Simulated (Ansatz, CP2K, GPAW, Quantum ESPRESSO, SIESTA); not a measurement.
One structure in several programs: SrAg₅ (P6/mmm, 6 atoms in the cell)

Self-consistent single point.

```xyz
6
Lattice="5.7104 0.0000 0.0000 -2.8552 4.9454 0.0000 0.0000 0.0000 4.6049" Properties=species:S:1:pos:R:3 pbc="T T T"
Sr     0.0000     0.0000     0.0000
Ag     2.8552     1.6485     0.0000
Ag     0.0000     3.2969     0.0000
Ag     2.8552     0.0000     2.3024
Ag     1.4276     2.4727     2.3024
Ag    -1.4276     2.4727     2.3024
```

Shared settings, as Ansatz (a program for electronic structure) writes them: kpoints.mp_grid.grid = 5 5 5; scf.occupations.method = fermi_dirac; scf.occupations.width = 0.0037 Ry. Potentials and cutoffs stand in the table.

| code | model | pressure (GPa) | cutoff |
|---|---|---|---|
| Quantum ESPRESSO | LDA (PZ), PSlibrary PAW (LDA) pseudopotentials | -6.92 | 50 Ry |
| GPAW | LDA (Perdew-Wang 92), GPAW PAW datasets LDA (gpaw-data 1.0.1) | -5.79 | 550 eV |
| SIESTA | LDA PW92, numerical atomic orbitals DZP, PseudoDojo LDA standard norm-conserving potentials (rewritten from UPF to PSML) | -6.49 | grid 350 Ry |
| CP2K | LDA (Pade form), GPW, DZVP-MOLOPT-SR-GTH basis, GTH-PADE potentials (GTH_POTENTIALS) | -4.64 | grid 500 Ry |
| Ansatz | LDA (PW92), PAW files made with PBE | -5.83 | default |

The spread over the programs that give each value: pressure within 2.28 GPa.

SIESTA and CP2K use small atom-centred bases, whose incompleteness enters pressures, forces and empty levels differently from a plane-wave cutoff. Ansatz's pressure is given at a fixed set of plane waves, as the other plane-wave codes print theirs; with its correction for the finite basis it is -5.79 GPa. The same LDA comes in different parametrisations, which differ slightly. In the pressure, Quantum ESPRESSO (by 1.09) and CP2K (by 1.18) lie more than 1 GPa from the median of the plane-wave programs.

The starting cell comes from a database of computed structures (which also holds hypothetical and non-ambient phases and stackings), without a prior relaxation at this level.

Keys are those of Ansatz 0.2.
